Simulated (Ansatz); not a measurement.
## Sn (model structure, started from the Si type, Ia-3, No. 206, 8 atoms in the cell)

These are PBEsol (Ansatz, a first-principles code, plane waves, PAW) values and carry that method's errors.

Run with plane-wave cutoff 520 eV, 10×10×10 k mesh, Fermi–Dirac smearing 0.05 eV, scalar-relativistic PAW data made under PBE.

Cell (relaxed at this level):

Sn is modelled in the cubic space group Ia-3 (No. 206), Pearson symbol cI16. Lattice parameters: a = b = c = 7.952 Å, α = β = γ = 90.00°. Sn on 16c sees 4 Sn at 2.851–2.853 Å (tetrahedral). (Neighbours: up to the widest gap in distance over summed covalent radii, below 1.35, at either atom.)
(The calculation used a cell of 8 atoms; values per cell refer to that cell.)

- band gap: zero (no gap)
- bulk modulus: 41.7 GPa

Note: the bulk modulus is −V dP/dV from two relaxed cells at ±2 % in volume; the relaxation could raise the start's symmetry but not lower it, so the cell can be a saddle point.

Spin–orbit coupling is not included.

Computed values are for the static lattice.

The result took about 8 core-minutes (a rough figure).

A model structure was made by putting elements into a prototype or built by hand; it is no filed structure, need not be a known phase, and can be a saddle point held by its symmetry.
